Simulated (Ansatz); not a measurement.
# A computed series for hypothetical zinc blende SbAs: pressure series

Take SbAs in the zinc blende structure (space group F-43m, No. 216; a = 6.4881 Å; a hypothetical phase, not in the database extracts checked) as the base.

Cell and atoms are relaxed at each pressure.

All numbers come from DFT with r2SCAN, PAW potentials and a 500 eV plane-wave cutoff in Ansatz (a first-principles code), without spin-orbit coupling.

Notes on the quantities. enthalpy: H = E + PV relative to the base's energy.

```
change            lattice parameter a       enthalpy
----------------  -------------------  -------------
base                         648.8 pm              –
pressure −2 GPa              660.5 pm  -0.44 eV/atom
pressure −1 GPa              654.3 pm  -0.22 eV/atom
pressure 1.8 GPa             640.1 pm  +0.38 eV/atom
pressure 4.2 GPa           (withheld)  +0.86 eV/atom
pressure 9 GPa               615.1 pm  +1.76 eV/atom
pressure 18 GPa            (withheld)  +3.31 eV/atom
pressure 30 GPa              575.8 pm  +5.18 eV/atom
pressure 45 GPa            (withheld)  +7.31 eV/atom
pressure 60 GPa              545.8 pm  +9.28 eV/atom
```

Problem. What belongs in the blanks?

Solution. 
- pressure 4.2 GPa, lattice parameter a: 630.3 pm
- pressure 18 GPa, lattice parameter a: 594.9 pm
- pressure 45 GPa, lattice parameter a: 558.8 pm

Load acts through the strain it causes; cell and atoms are relaxed under it. Whether these cells are dynamically stable was not tested. Competing high-pressure phases were not computed. The final runs are not spin-polarised.
